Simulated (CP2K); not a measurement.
CP2K is run on Cs₃BiBr₆ (Fm-3m, 10 atoms in the cell), and the run fails. The aim is a self-consistent single point with DFT LDA (Pade form), GPW, DZVP-MOLOPT-SR-GTH basis, GTH-PADE potentials (GTH_POTENTIALS).

Cell that was meant: a = 9.0136 Å, b = 9.0136 Å, c = 9.0136 Å, α = 60.00°, β = 60.00°, γ = 60.00°.

Part of the input:

```
  STRESS_TENSOR ANALYTICAL
  &DFT
    BASIS_SET_FILE_NAME BASIS_MOLOPT
    POTENTIAL_FILE_NAME PBE_GTH_POTENTIALS
    &QS
      METHOD GPW
      EPS_DEFAULT 1E-10
```

Log, with long lists cut:

```
 GLOBAL| Method name                                                        CP2K
 GLOBAL| Project name                                                        scf
 GLOBAL| Run type                                                   ENERGY_FORCE

 *******************************************************************************
 *   ___                                                                       *
 *  /   \                                                                      *
 * [ABORT]   The specified OLD file <PBE_GTH_POTENTIALS> cannot be opened. It  *
 *  \___/                  does not exist. *
 *  O/|
 * /| |
 * / \                                                   common/cp_files.F:406 *
 *******************************************************************************

 ===== Routine Calling Stack =====

            3 read_qs_kind
            2 create_qs_kind_set
            1 CP2K
Abort(1) on node 0 (rank 0 in comm 0): application called MPI_Abort(MPI_COMM_WORLD, 1) - process 0
```

**Question.** Read the log: what does the program object to, and what is the fix?

**Answer.** The fault is a potential or basis that cannot be found. The input names a file or set that is not where the program looks, or that does not exist under that name. To fix it, correct the name or place the file. The program stopped before any SCF iteration.

The sound input it was made from differs as follows (other fixes are possible):
```diff
-    POTENTIAL_FILE_NAME PBE_GTH_POTENTIALS
+    POTENTIAL_FILE_NAME GTH_POTENTIALS
```

With that input, the run converged in 22 iterations: free energy E − TS -4013.4230 eV; top of the valence band (on the code's own zero) -0.73 eV; gap on the k-point mesh 3.31 eV; pressure -1.87 GPa; largest force (vector length) 0.204 eV/Å (DFT LDA (Pade form), GPW, DZVP-MOLOPT-SR-GTH basis, GTH-PADE potentials (GTH_POTENTIALS)).

On the sound input: the starting cell comes from a database of computed structures (which also holds hypothetical and non-ambient phases and stackings), without a prior relaxation at this level. Its lattice was rescaled by a random factor within 2.5 % of one. Spin-orbit coupling is off. Values carry the incompleteness of an atom-centred basis.
